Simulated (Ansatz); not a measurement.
LiTaO₃ (space group R3c, No. 161)

```cif
data_Li6O18Ta6
_chemical_formula_sum 'Li6 Ta6 O18'
_space_group_name_H-M_alt 'R3c :H'
_space_group_IT_number 161
_space_group_name_Hall 'R 3 -2"c'
_cell_length_a 5.19160
_cell_length_b 5.19160
_cell_length_c 13.92221
_cell_angle_alpha 90.000
_cell_angle_beta 90.000
_cell_angle_gamma 120.000
loop_
_atom_site_label
_atom_site_type_symbol
_atom_site_symmetry_multiplicity
_atom_site_Wyckoff_symbol
_atom_site_fract_x
_atom_site_fract_y
_atom_site_fract_z
_atom_site_occupancy
Li1 Li 6 a 0.00000 0.00000 0.20568 1
Ta1 Ta 6 a 0.00000 0.00000 0.48776 1
O1 O 18 b 0.00931 0.38287 0.25209 1
```
(The calculation used a cell of 10 atoms; values per cell refer to that cell.)

Method: Kohn–Sham DFT with the PBE functional, run in Ansatz (a program for electronic structure) with PAW and 420 eV plane waves, no spin-orbit coupling. Γ-centred 8×8×8 mesh, Fermi–Dirac width 0.05 eV.

* **Volume per atom**: 10.83 Å³
* **Density**: 7.23 g/cm³
* **Band gap**: 3.80 eV (uncertain: the edges found on the path are not clean extrema)
* **Total energy**: -2369.077 eV/atom (σ→0; compares only within this code and set-up)

With Ta present, leaving out spin-orbit coupling can change the band edges. No phonon test of stability was made.
